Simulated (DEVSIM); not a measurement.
# Schottky contact on p-type Ge

Structure: Schottky contact on p-type Ge, at 400 K.

| layer (left to right) | material | thickness (μm) | Na (cm⁻³) | τn (s) | τp (s) |
|---|---|---|---|---|---|
| 1 | Ge | 1.60 | 3.8e15 | 6e-6 | 6e-6 |
| 2 | Ge | 46.0 | 1.3e18 | 6e-6 | 6e-6 |

Left contact: Schottky, work function 4.174 eV, emission velocity 1.7e6 cm/s. Right contact: ohmic. Voltage is applied to the left contact. Recombination: SRH at mid-gap. Mobility is μmin + (μ − μmin)/(1 + (N/Nref)^α).

This is a model device: material constants are rounded textbook-type values typed into the input, and sizes, dopings and lifetimes were drawn at random. Values at 300 K; Nc and Nv go as T^1.5, mobilities as T to minus their exponent, the gap by Varshni's rule with the affinity fixed.

```csv
parameter,Ge
gap (eV),0.664
affinity (eV),4
permittivity,16
Nc (cm⁻³),1.04e19
Nv (cm⁻³),6e18
μn (cm²/Vs),3900
μp (cm²/Vs),1900
"μn,min",150
"μp,min",100
"Nref,n",2.6e17
"Nref,p",4e17
αn,0.56
αp,0.6
T exponent of μn,1.66
T exponent of μp,2.33
Varshni α (eV/K),0.000477
Varshni β (K),235
```

Model (solved in DEVSIM): 1D drift-diffusion, Boltzmann statistics, complete ionisation; no tunnelling, impact ionisation, image-force lowering or self-heating. Metal contacts follow the ideal Schottky-Mott rule: no Fermi-level pinning, no interface dipoles.

```yaml
potential_step_across_the_device_at_zero_bias: 0.382 V
Dark forward voltage at 100 A/cm²: 0.124 V
```

Small-signal capacitance in reverse bias (quasi-static):

```json
[
 {"V (V)": "0.1", "C (nF/cm²)": "19.2"},
 {"V (V)": "0.25", "C (nF/cm²)": "18.0"},
 {"V (V)": "0.5", "C (nF/cm²)": "16.5"},
 {"V (V)": "0.75", "C (nF/cm²)": "15.4"},
 {"V (V)": "1", "C (nF/cm²)": "14.4"},
 {"V (V)": "1.5", "C (nF/cm²)": "12.9"},
 {"V (V)": "2", "C (nF/cm²)": "11.8"},
 {"V (V)": "2.5", "C (nF/cm²)": "11.0"},
 {"V (V)": "3.25", "C (nF/cm²)": "10.0"},
 {"V (V)": "4", "C (nF/cm²)": "9.35"},
 {"V (V)": "5", "C (nF/cm²)": "8.83"}
]
```

Dark forward current:

(V (V), J (A/cm²)): (-0.05, -14); (-0.10, -59); (-0.15, -180); (-0.20, -410); (-0.25, -770); (-0.30, -1200); (-0.35, -1800); (-0.40, -2400)
